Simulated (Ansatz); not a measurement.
The reference is Zr in the hcp (Mg type) structure (space group P6_3/mmc, No. 194; a = 3.144 Å, c = 5.093 Å; relaxed with 0.1 eV smearing). Axes: x lies along a and z along c of the hexagonal cell.

Method: Ansatz (an electronic-structure program) LDA, without spin-orbit coupling.

Before the change:

Shortest interatomic distance: 5.909 bohr

One thing is altered: the cell is compressed by 1.00 % along x with no lateral relaxation, atoms relaxed at fixed cell.

**Question.** What does the calculation give for the largest internal atomic displacement after the change?

**Answer.** The largest internal atomic displacement is 0.024 Å.

**Question.** Predict the new energy relative to the base.

**Answer.** The energy goes up by 0.9 meV/atom.

**Question.** Estimate the effect on the stress.

**Answer.** The stress (xx, yy, zz, yz, xz, xy; compression positive) amounts to (1.3, 0.9, 0.8, 0.0, 0.0, 0.0) GPa.

**Question.** Predict the new shortest interatomic distance.

**Answer.** The shortest interatomic distance shrinks by 0.0518 bohr (5.909 bohr → 5.858 bohr).

The cells carry an imposed strain or load. Whether these cells are dynamically stable was not tested. The final runs are not spin-polarised.
